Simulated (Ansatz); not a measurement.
The parent structure is ZrC in the rock salt structure (space group Fm-3m, No. 225; relaxed with 0.1 eV smearing).

```xyz
2
Lattice="0.0000 2.3544 2.3544 2.3544 0.0000 2.3544 2.3544 2.3544 0.0000" Properties=species:S:1:pos:R:3 pbc="T T T"
Zr     0.0000     0.0000     0.0000
C      2.3544     2.3544     2.3544
```

Computed with Ansatz (a quantum-chemistry and plane-wave program), PBE, PAW, cutoff 420 eV, no spin-orbit coupling.

Strains are applied to the cell and any free atomic positions relax.

One change was made to it. Results:

```tsv
quantity	base	after
energy relative to the base (free energy F)	0 meV/atom	+8.4 meV/atom
pressure	0.0 GPa	7.1 GPa
```

Problem. Which of these changes matches the shifts?
A) isotropic strain +3.00 %
B) isotropic strain +1.50 %
C) isotropic strain −3.00 %
D) isotropic strain −1.00 %
E) isotropic strain +2.50 %

Solution. D, isotropic strain −1.00 %. For comparison, the energy relative to the base in the other runs: isotropic strain −3.00 % gives +80 meV/atom; isotropic strain +1.50 % gives +18 meV/atom; isotropic strain +3.00 % gives +67 meV/atom; isotropic strain +2.50 % gives +47 meV/atom.

No phonon test of stability was made. The final runs are not spin-polarised.
